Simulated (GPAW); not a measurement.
A user runs GPAW on Cs₂ScCuCl₆ (Fm-3m, 10 atoms in the cell) and asks whether the run is sound. The aim is a self-consistent single point with DFT PBEsol, plane waves, GPAW PAW datasets PBEsol (made by gpaw-setup).

Cell that was meant: a = 7.2849 Å, b = 7.2849 Å, c = 7.2849 Å, α = 60.00°, β = 60.00°, γ = 60.00°.

Part of the input:

```python
            nbands=-6,
            convergence={'density': 1e-05, 'bands': -4},
            symmetry={'symmorphic': False, 'tolerance': 0.0005},
            charge=2,
            maxiter=150,
            txt='-')
```

Output, abridged:

```
Input parameters:
  charge: 2
  convergence: {bands: -4,
                density: 1e-05}
  kpts: [3 3 3]
  maxiter: 150
   [... lines left out ...]
   9 Cl     5.151230    5.151230    7.772691    ( 0.0000,  0.0000,  0.0000)

Unit cell:
           periodic     x           y           z      points  spacing
  1. axis:    yes    0.000000    5.151230    5.151230    49     0.1214
  2. axis:    yes    5.151230    0.000000    5.151230    49     0.1214
  3. axis:    yes    5.151230    5.151230    0.000000    49     0.1214

  Lengths:   7.284939   7.284939   7.284939
  Angles:   60.000000  60.000000  60.000000

Effective grid spacing dv^(1/3) = 0.1325
     iter     time        total  log10-change:
                         energy   eigst   dens
iter:   1 --:--:--   -52.407475   +0.07
iter:   2 --:--:--   -47.776694   -0.66  -1.16
iter:   3 --:--:--   -50.803777   +0.03  -1.21
iter:   4 --:--:--   -47.453419   -1.01  -1.54
iter:   5 --:--:--   -46.585129   -0.76  -1.58
   [... 5 lines left out ...]
iter:  11 --:--:--   -44.605038   -2.19  -1.96
iter:  12 --:--:--   -44.516688   -2.76  -2.12
iter:  13 --:--:--   -44.559060   -2.81  -2.33
iter:  14 --:--:--   -44.534222   -2.88  -2.29
iter:  15 --:--:--   -44.556424c  -3.02  -2.43
   [... lines left out ...]
iter:  17 --:--:--   -44.485968   -2.77  -2.36
iter:  18 --:--:--   -44.486440c  -3.18  -2.97
iter:  19 --:--:--   -44.486381c  -3.54  -2.97
iter:  20 --:--:--   -44.486163c  -3.99  -3.00
iter:  21 --:--:--   -44.486162c  -4.21  -3.36
iter:  22 --:--:--   -44.486153c  -4.15  -3.46
   [... 8 lines left out ...]
iter:  31 --:--:--   -44.486132c  -6.37  -4.42
iter:  32 --:--:--   -44.486132c  -6.83  -4.53
iter:  33 --:--:--   -44.486132c  -6.95  -4.67
iter:  34 --:--:--   -44.486132c  -7.30  -4.85
iter:  35 --:--:--   -44.486132c  -7.46c -4.97
iter:  36 --:--:--   -44.486132c  -7.65c -5.21c
Converged after 36 iterations.

Dipole moment: (0.000000, 0.000000, 0.000000) |e|*Ang

Energy contributions relative to reference atoms: (reference = -564395.340158)

Kinetic:        -58.423548
Potential:      +22.436988
External:        +0.000000
XC:              -9.086240
Entropy (-ST):   +0.000000
Local:           +0.586668
SIC:             +0.000000
--------------------------
Free energy:    -44.486132
Extrapolated:   -44.486132

Showing only first 2 kpts
 Kpt  Band  Eigenvalues  Occupancy
  0    38      1.39992    2.00000
  0    39      1.39992    2.00000
  0    40      1.39992    0.00000
  0    41      5.11273    0.00000

  1    38      1.11957    2.00000
  1    39      1.19191    2.00000
  1    40      1.40158    0.00000
  1    41      5.15148    0.00000

   [... lines left out ...]
Fermi level: 1.42179
No gap
   [... lines left out ...]
  5 Cl   -0.37404   -0.00000    0.00000
  6 Cl    0.00000    0.37404   -0.00000
  7 Cl    0.00000   -0.37404    0.00000
  8 Cl    0.00000   -0.00000    0.37404
  9 Cl    0.00000   -0.00000   -0.37404

Stress tensor:
     0.083843     0.000000     0.000000
     0.000000     0.083843    -0.000000
     0.000000    -0.000000     0.083843
Stress (GPa, Voigt): [13.4331 13.4331 13.4331 -0.      0.      0.    ]
```

Problem. Is this run sound? If not, what is wrong?

Solution. The run is not sound. The fault is an unintended net charge. A charged periodic cell changes the electron count and is neutralised by a uniform background, so energy, forces and pressure belong to another system. To fix it, remove the charge. The run converged in 36 iterations without an error; against the sound input the pressure goes from -2.32 to -13.43 GPa, the largest force goes from 0.020 to 0.374 eV/Å and no clean gap remains on the mesh (levels overlap or are partly filled), against 1.97 eV before.

An input that runs soundly differs in these lines (not the only fix; some lines may just follow from the change or write a value another way):
```diff
-            charge=2,
```

With that input, the run converged in 29 iterations: free energy E − TS (from the program's reference atoms) -40.5094 eV; top of the valence band (on the code's own zero) 3.60 eV; gap on the k-point mesh 1.97 eV; pressure -2.32 GPa; largest force (vector length) 0.020 eV/Å (DFT PBEsol, plane waves, GPAW PAW datasets PBEsol (made by gpaw-setup)).

On the sound input: the starting cell comes from a database of computed structures (which also holds hypothetical and non-ambient phases and stackings), without a prior relaxation at this level.
